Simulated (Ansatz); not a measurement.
L1₀ (CuAu-type) TiAl was calculated with PBEsol (Ansatz, a first-principles code, plane waves, PAW).

Run with plane-wave cutoff 500 eV, 20×20×14 k mesh (along the axes of the cell as run), Fermi–Dirac smearing 0.1 eV, no spin polarisation, scalar-relativistic PAW data made under PBE.

Computed at the level's own relaxed cell.

Task: Predict the volume per atom, equilibrium lattice constant a and c axis length.

Result: 
* **volume per atom**: 15.79 Å³/atom
* **equilibrium lattice constant a**: 2.796 Å
* **c axis length**: 4.039 Å

Measured, for comparison: lattice constant a 2.826 Å (temperature not stated, not corrected to a static lattice, P4/mmm two-atom cell, a_fct/√2; as tabulated in Zope and Mishin (2003), arXiv:cond-mat/0306298); lattice parameter c 4.077 Å (temperature not stated, not corrected to a static lattice; as tabulated in Zope and Mishin (2003), arXiv:cond-mat/0306298). Computed (rounded) less measured: lattice constant a -1.1 %, lattice parameter c -0.9 %. A static lattice is as a rule a little smaller and stiffer than an uncorrected measurement, which narrows the difference in the lattice constant a, lattice parameter c and would widen misses of the other sign.

The computed numbers hold no vibrational or temperature effects.

The result took around 110 core-seconds (rough).
